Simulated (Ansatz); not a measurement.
Bond-angle distributions (per cent of the angles at each element, bins of 10°) of a relaxed model of amorphous Si₂₀B₁₀N₃₀ at 2.40 g/cm³. Calculation: PBE, scalar-relativistic without spin-orbit coupling (plane waves to 420 eV, PAW; Ansatz, a first-principles code). The usual formal charges leave 20 electrons over, so the level spacing at the Fermi energy parts defect or band states and needn't be the band gap.

It comes from a melt-quench run on a machine-learned potential (CHGNet), relaxed afterwards by DFT. N atoms were pushed apart under 1.9 Å during the dynamics, to hinder bonds among them. The hot cell started wider than the set density and was brought back towards it in steps. It is the lowest in DFT energy of 2 quenches. It is a model cell: composition and starting density were chosen by hand, and all elements were melted together. No dispersion term was used. Its density started from a set value of 2.40 and ended at 2.40 g/cm³. The simulated quench (nominally 630 K/ps over its main leg) is rapid and tends to freeze in more defects than a deposited or slowly cooled glass has. A cell of this size samples the disorder only roughly. The volume was held where the preparation left it and the shape relaxed, at a PBE pressure of -3.7 GPa (tension). Stress components on the final sampling reach 3.9 GPa. On a 2×2×2 Γ-centred mesh force components of up to 0.23 eV/Å stay, since the relaxation ran on the zone centre alone.

Neighbours within Si-Si 2.60 Å, Si-B 2.28 Å, Si-N 2.14 Å, B-B 1.97 Å, B-N 1.90 Å, N-N 1.70 Å count as bonded. Two cations that share two anions don't count as bonded, nor two that share one unless they lie closer than Si-Si 2.38 Å, Si-B 2.09 Å, B-B 1.80 Å.

```csv
angle (°),at Si,at B,at N
50-60,0,0,0
60-70,0,0,0
70-80,2,0,1
80-90,12,0,10
90-100,17,3,9
100-110,21,13,14
110-120,25,48,26
120-130,16,26,20
130-140,6,10,11
140-150,1,0,5
150-160,0,0,3
160-170,0,0,1
170-180,1,0,0
```

They go with these counts of neighbours within the cut-offs, cation contacts included: Si mean 3.8, most often 4; B mean 3.0, most often 3; N mean 3.0, most often 3.
